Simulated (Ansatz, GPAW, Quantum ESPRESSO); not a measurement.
FeGe (P2_13, 8 atoms in the cell) computed with different codes at matched settings

Self-consistent single point, at a second geometry (lattice scaled by 0.98). First geometry:

```
CELL_PARAMETERS angstrom
      4.72194     0.00000     0.00000
      0.00000     4.72194     0.00000
      0.00000     0.00000     4.72194
ATOMIC_POSITIONS crystal
  Fe 0.13476 0.13476 0.13476
  Fe 0.36524 0.86524 0.63476
  Fe 0.63476 0.36524 0.86524
  Fe 0.86524 0.63476 0.36524
  Ge 0.84497 0.84497 0.84497
  Ge 0.65503 0.15503 0.34497
  Ge 0.34497 0.65503 0.15503
  Ge 0.15503 0.34497 0.65503
```
Moments meant for the start (each program seeds them in its own way; μB, in the order of the atoms Fe Fe Fe Fe Ge Ge Ge Ge): 4.0 4.0 4.0 4.0 0.0 0.0 0.0 0.0.

Shared settings, as Ansatz (a quantum-chemistry and plane-wave program) writes them: kpoints.mp_grid.grid = 3 3 3; scf.occupations.method = fermi_dirac; scf.occupations.width = 0.1 eV. Potentials and cutoffs stand in the table.

```
code                                                     model  ΔF from the first geometry (meV/atom)  pressure (GPa)  largest force (eV/Å)  size of the net moment (μB/atom)   cutoff
----------------  --------------------------------------------  -------------------------------------  --------------  --------------------  --------------------------------  -------
Quantum ESPRESSO     PBE, PSlibrary PAW (PBE) pseudopotentials                                    3.6            6.10                 0.372                              0.51    55 Ry
Ansatz                                  PBE, default PAW files                                   -4.1            4.25                 0.366                              0.51  default
GPAW              PBE, GPAW PAW datasets PBE (gpaw-data 1.0.1)                                    1.2            5.27                 0.367                              0.51   800 eV
```

Size of the force on each atom (eV/Å): Sizes of forces hide their directions.

```
code                Fe1    Fe2    Fe3    Fe4    Ge5    Ge6    Ge7    Ge8
----------------  -----  -----  -----  -----  -----  -----  -----  -----
Quantum ESPRESSO  0.217  0.217  0.217  0.217  0.372  0.372  0.372  0.372
Ansatz            0.155  0.155  0.155  0.155  0.366  0.366  0.366  0.366
GPAW              0.196  0.196  0.196  0.196  0.367  0.367  0.367  0.367
```

On Ansatz's run: the magnetic order is the one reached from the typed start; others were not searched systematically.

The spread over the programs that give each value: ΔF from the first geometry within 7.7 meV/atom; pressure within 1.85 GPa; largest force within 0.006 eV/Å; size of the net moment within 0.00 μB/atom.

Ansatz's pressure is given at a fixed set of plane waves, as the other plane-wave codes print theirs; with its correction for the finite basis it is 4.32 GPa. In the pressure, Ansatz (by 1.01) lies more than 1 GPa from the median of the plane-wave programs.

The shared mesh is coarse (it stands for a supercell whose shortest vector is 14 Å), so the values are not converged in it.

The starting cell comes from a database of computed structures (which also holds hypothetical and non-ambient phases and stackings), without a prior relaxation at this level. Its lattice was rescaled by a random factor within 2.5 % of one. For this run, on top of that: lattice scaled by 0.98.

Keys are those of Ansatz 0.2.
